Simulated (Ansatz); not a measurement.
**A computed series for PtTe2: response to strain**

The parent structure is PtTe₂ (space group P-3m1, No. 164; layered; relaxed with 0.1 eV smearing).

```
PtTe2
1.0
    4.00901     0.00000     0.00000
   -2.00450     3.47190     0.00000
    0.00000     0.00000     4.96000
Te Pt
2 1
Direct
  0.33333   0.66667   0.27042
  0.66667   0.33333   0.72958
  0.00000   0.00000   0.00000
```

Cartesian axes are those of the cell as printed.

Strains are applied to the cell and any free atomic positions relax; under biaxial strain the out-of-plane vector relaxes too.

All numbers come from PBEsol-D3(BJ)/PAW in Ansatz (an electronic-structure program), scalar-relativistic without spin-orbit coupling.

Notes on the quantities. pressure: mean of the normal stresses, compression positive.

```json
[
 {"variant": "base", "shortest interatomic distance": "2.675 Å", "pressure": "0.0 GPa"},
 {"variant": "biaxial strain −3.00 %, plane normal [001], relaxed out of plane", "shortest interatomic distance": "2.652 Å", "pressure": "3.7 GPa"},
 {"variant": "biaxial strain −1.50 %, plane normal [001], relaxed out of plane", "shortest interatomic distance": "2.663 Å", "pressure": "(withheld)"},
 {"variant": "biaxial strain −1.00 %, plane normal [001], relaxed out of plane", "shortest interatomic distance": "2.667 Å", "pressure": "1.2 GPa"},
 {"variant": "biaxial strain −0.50 %, plane normal [001], relaxed out of plane", "shortest interatomic distance": "(withheld)", "pressure": "0.6 GPa"},
 {"variant": "biaxial strain +0.50 %, plane normal [001], relaxed out of plane", "shortest interatomic distance": "2.680 Å", "pressure": "-0.6 GPa"},
 {"variant": "biaxial strain +1.00 %, plane normal [001], relaxed out of plane", "shortest interatomic distance": "2.684 Å", "pressure": "-1.2 GPa"},
 {"variant": "biaxial strain +1.50 %, plane normal [001], relaxed out of plane", "shortest interatomic distance": "2.689 Å", "pressure": "-1.7 GPa"},
 {"variant": "biaxial strain +2.50 %, plane normal [001], relaxed out of plane", "shortest interatomic distance": "2.700 Å", "pressure": "-2.8 GPa"},
 {"variant": "biaxial strain +3.00 %, plane normal [001], relaxed out of plane", "shortest interatomic distance": "2.705 Å", "pressure": "(withheld)"}
]
```

Task: What belongs in the blanks?

Result: 
- biaxial strain −1.50 %, plane normal [001], relaxed out of plane, pressure: 1.8 GPa
- biaxial strain −0.50 %, plane normal [001], relaxed out of plane, shortest interatomic distance: 2.671 Å
- biaxial strain +3.00 %, plane normal [001], relaxed out of plane, pressure: -3.3 GPa

No phonon test of stability was made. The final runs are not spin-polarised.
